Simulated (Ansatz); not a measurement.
A relaxation of cell and atoms of CuO (Cccm, 4 atoms in the cell) with Ansatz (a quantum-chemistry and plane-wave program).

Method: LDA (PW92), PAW files made with PBE (plane waves; Ansatz).

```yaml
crystal:
  lattice:
    - [1.96788, -2.12857, 0.00000]
    - [1.96788, 2.12857, 0.00000]
    - [0.00000, 0.00000, 5.09612]
  atoms:
    - { symbol: Cu, position: [0.00000, 0.50000, 0.00000] }
    - { symbol: Cu, position: [0.50000, 0.00000, 0.50000] }
    - { symbol: O, position: [0.50000, 0.50000, 0.25000] }
    - { symbol: O, position: [0.50000, 0.50000, 0.75000] }
```

Reference input (self-consistent single point, DFT, LDA (PW92), plane waves, PAW files made with PBE): basis.ecutwfc = 30.9 Ry; kpoints.mp_grid.grid = 12 12 7; hamiltonian.xc = lda; hamiltonian.pseudopotentials = {kind: paw} (an earlier, softer set of the program's PAW files); scf.occupations.method = gaussian; scf.occupations.width = 0.01 Ry. This run's input differs from it in these lines:

```diff
@@ -20,2 +20,4 @@
   occupations: { method: gaussian, width: 0.01 Ry }
+relax:
+  cell: {}
 output:
```

The program printed (abridged):

```
   [... SCF lines of the steps left out ...]
relax step   1: F+E_penalty+E_count = -14219.32679155 eV  Δ(F+E_penalty+E_count) = +0.000e0 eV  max|allowed force component| = 1.388e-17 eV/Å  Δτ_max = 0.0000 Å  P = -7.112 GPa  Ω = 42.693 Å³  (9 SCF iters, dr2 threshold 1.00e-7 eV, accepted)
relax step   2: F+E_penalty+E_count = -14219.35908858 eV  Δ(F+E_penalty+E_count) = -3.230e-2 eV  max|allowed force component| = 1.388e-17 eV/Å  Δτ_max = 0.0000 Å  P = -3.760 GPa  Ω = 41.850 Å³  energy of the carried Pulay correction = +2.991e-3 eV  [...]
   [... lines left out ...]
relax step   9: F+E_penalty+E_count = -14219.37172118 eV  Δ(F+E_penalty+E_count) = -3.650e-6 eV  max|allowed force component| = 9.466e-30 eV/Å  Δτ_max = 0.0000 Å  P = -0.000 GPa  Ω = 41.044 Å³  energy of the carried Pulay correction = -1.695e-5 eV  [...]
relax step  10: F+E_penalty+E_count = -14219.37170422 eV  Δ(F+E_penalty+E_count) = +1.695e-5 eV  max|allowed force component| = 9.466e-30 eV/Å  Δτ_max = 0.0000 Å  P = +0.000 GPa  Ω = 41.044 Å³  stress off target by 1.31e-2 GPa  SCF on the basis [...]
basis re-selected at this cell: Δ(F+E_penalty+E_count) = +1.695e-5 eV, ΔP = +0.001 GPa vs the last step
the relaxation is at rest under the 8 symmetry operations that the run kept from its start: a minimum is not shown …
Free energy (F): -14219.371704 eV
Internal energy: -14219.351691 eV  (E = F + TS)
E sigma→0 (E₀):  -14219.361698 eV
Entropy (-TS):   -0.020013 eV (-5.003 meV/atom)
Fermi energy:    11.634938 eV
--- Forces (eV/Å), atoms counted from 1 ---
  atom   1  Cu    -0.00000000     0.00000000     0.00000000
   [... zero for the other atoms too ...]
   [... lines left out ...]
to start a new deck from the relaxed geometry:
  cell:  # Å, volume = 41.0438 Å³
    - [2.015821426219224, -2.019418149797325, 0.0]
    - [2.015821426219224, 2.019418149797325, 0.0]
    - [0.0, 0.0, 5.0412595354242535]
  atoms:
    - { symbol: Cu, position: [0.0, 0.5, 0.0] }
    - { symbol: Cu, position: [0.5, 0.0, 0.5] }
    - { symbol: O, position: [0.5, 0.5, 0.25] }
    - { symbol: O, position: [0.5, 0.5, 0.7500000000000001] }
```

The run converged. 

Summary of the result:
- Free energy E − TS (on the zero of these files): -14219.3717 eV
- Fermi level (on the code's own zero): 11.63 eV
- Pressure: 0.00 GPa
- Final cell: a = b = 2.8533 Å, c = 5.0413 Å, α = β = 90.00°, γ = 90.10°
- Final volume per atom: 10.26 Å³
- Relaxation steps: 10

The starting cell comes from a database of computed structures (which also holds hypothetical and non-ambient phases and stackings), without a prior relaxation at this level. Its lattice was rescaled by a random factor within 2.5 % of one. Spin polarisation is off, so a magnetic state, if there is one, cannot be reached. The relaxation keeps the symmetry of its start, so its end need not be a minimum. Ansatz's pressure includes its estimate of the finite-basis (Pulay) stress. Without the estimate this run gives -0.59 GPa. The run gives no clean gap (levels at the Fermi energy touch, overlap or are partly filled at this smearing), which alone does not show that the compound is a metal.

Cost on one core of a shared machine: roughly 2 min.

Keys are those of Ansatz 0.2.
